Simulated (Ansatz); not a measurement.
Consider the following.

End structure of a constructed model of the (0001) surface of hcp Ru, (√3x√3)R30° layer of N, one a cell, in the other hollow (bottom of the slab: a bare face, its two planes held):

```yaml
crystal:
  lattice:
    - [4.08210, 2.35680, 0.00000]
    - [-4.08210, 2.35680, 0.00000]
    - [0.00000, 0.00000, 28.50000]
  atoms:
    - { symbol: Ru, position: [0.33333, 0.00000, 0.28248] }
    - { symbol: Ru, position: [0.66667, 0.66667, 0.28248] }
    - { symbol: Ru, position: [0.00000, 0.33333, 0.28248] }
    - { symbol: Ru, position: [0.33333, 0.33333, 0.35780] }
    - { symbol: Ru, position: [0.66667, 0.00000, 0.35780] }
    - { symbol: Ru, position: [0.00000, 0.66667, 0.35780] }
    - { symbol: Ru, position: [0.33333, 0.00015, 0.43289] }
    - { symbol: Ru, position: [0.66682, 0.66667, 0.43289] }
    - { symbol: Ru, position: [0.99985, 0.33318, 0.43289] }
    - { symbol: Ru, position: [0.33333, 0.33261, 0.50880] }
    - { symbol: Ru, position: [0.66739, 0.00072, 0.50880] }
    - { symbol: Ru, position: [0.99928, 0.66667, 0.50880] }
    - { symbol: Ru, position: [0.33333, 0.99892, 0.58359] }
    - { symbol: Ru, position: [0.66559, 0.66667, 0.58359] }
    - { symbol: Ru, position: [0.00108, 0.33441, 0.58359] }
    - { symbol: Ru, position: [0.33333, 0.34523, 0.65954] }
    - { symbol: Ru, position: [0.65477, 0.98810, 0.65954] }
    - { symbol: Ru, position: [0.01190, 0.66667, 0.65954] }
    - { symbol: N, position: [0.33333, 0.66667, 0.70221] }
```

Set-up: 19 atoms, 12.4 Å thick at the start; mesh 9x9x1; 0.1 eV smearing; dipole correction on; 6 atoms held, the rest relaxed; start symmetry kept, larger cells not searched; no spin, no spin-orbit, no U. In PBE it lies 0.22 eV a 1x1 cell over the lowest computed structure of the same composition ((√3x√3)R30° layer of N, one a cell, on the site that continues the host's stacking).

**Question.** Estimate the work function of the top face that PBE (Ansatz, a quantum-chemistry and plane-wave program) returns for this input.

**Answer.** 5.86 eV
